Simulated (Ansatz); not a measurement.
## GaSb: response to strain

The reference is GaSb in the zinc blende structure (space group F-43m, No. 216; a = 6.213 Å).

Strains are applied to the cell and any free atomic positions relax.

Method: Ansatz (a first-principles code), PBE, PAW, cutoff 420 eV, no spin-orbit coupling.

Notes on the quantities. energy relative to the base: free energy F.

| isotropic strain (%) | energy relative to the base (meV/atom) |
|---|---|
| -3 | 38.2 |
| -2 | 16.4 |
| -1.5 | 9.1 |
| -0.5 | 1.0 |
| 0 | 0.0 |
| 0.5 | ? |
| 1 | 3.6 |
| 1.5 | 8.0 |
| 2 | 13.9 |

### Question
Fit ΔE = Aε² + Bε³ (ε in %) to the rows shown and predict the withheld row.

### Answer
Least squares on the printed values gives A = 3.79 and B = -0.15 meV/atom (largest residual 0.1 meV/atom); this predicts 0.9 meV/atom, and the run gives 0.9 meV/atom, in agreement.

Whether these cells are dynamically stable was not tested. All final runs are without spin polarisation.
